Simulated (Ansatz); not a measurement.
The parent structure is AlFe in the CsCl type structure (space group Pm-3m, No. 221; a = 2.876 Å; ferromagnetic; relaxed with 0.1 eV smearing).

Computed with PBE, PAW, 420 eV (Ansatz, a program for electronic structure; no spin-orbit coupling).

Before the change:

The largest site moment is 0.73 μB and the pressure is 0.0 GPa. The magnetic state is ferromagnetic and the band gap is zero.

Perturbation: an isotropic linear strain of +3.45 %, atoms relaxed at fixed cell.

Question: Estimate the effect on the largest site moment, pressure, energy relative to the base, magnetic state and band gap.

Answer: The largest site moment goes up by 0.117 μB to 0.84 μB; the pressure goes from zero to -14.2 GPa; the energy grows by 62 meV/atom; the magnetic state stays ferromagnetic; the band gap remains zero.

Other magnetic orders, which the real material may have, were not ruled out. Whether these cells are dynamically stable was not tested.
